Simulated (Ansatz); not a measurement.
Base system: ZnS in the wurtzite structure (space group P6_3mc, No. 186; a = 3.845 Å, c = 6.306 Å).

(Cell as relaxed with PBE.)

Levels (all Ansatz, a quantum-chemistry and plane-wave program, PAW): PBE (420 eV, spin-orbit coupling left out); r2SCAN (500 eV, without spin-orbit coupling).

Each level relaxes its own structure.

```csv
base,PBE,r2SCAN
volume per atom,20.18 Å³,19.59 Å³
lattice parameter a,3.845 Å,3.806 Å
band gap,2.08 eV,2.78 eV
```

One thing is altered: holes 2.0×10^21 cm⁻³, on a uniform background at fixed cell.

```json
[
 {"quantity": "Fermi level relative to the doped band's edge (positive inside the band; to 0.05 eV)", "PBE": "+0.25 eV", "r2SCAN": "+0.30 eV"},
 {"quantity": "gap between the host's bands", "PBE": "2.14 eV", "r2SCAN": "2.83 eV"},
 {"quantity": "gap character", "PBE": "direct at Γ", "r2SCAN": "direct at Γ"},
 {"quantity": "shift of the gap caused by the change", "PBE": "+0.06 eV", "r2SCAN": "+0.06 eV"}
]
```

PBE's Fermi level from band edge lies 0.05 eV below r2SCAN's; PBE's gap between the host's bands lies 0.697 eV below r2SCAN's; the two agree on the gap character and shift of the gap caused by the change. Neither level is exact; r2SCAN is the comparison here, not a measurement.

Charged cell with a jellium background: band edges are those of the host's band count, energies are not comparable with the neutral cell, and many-body gap narrowing is missing. No phonon test of stability was made.
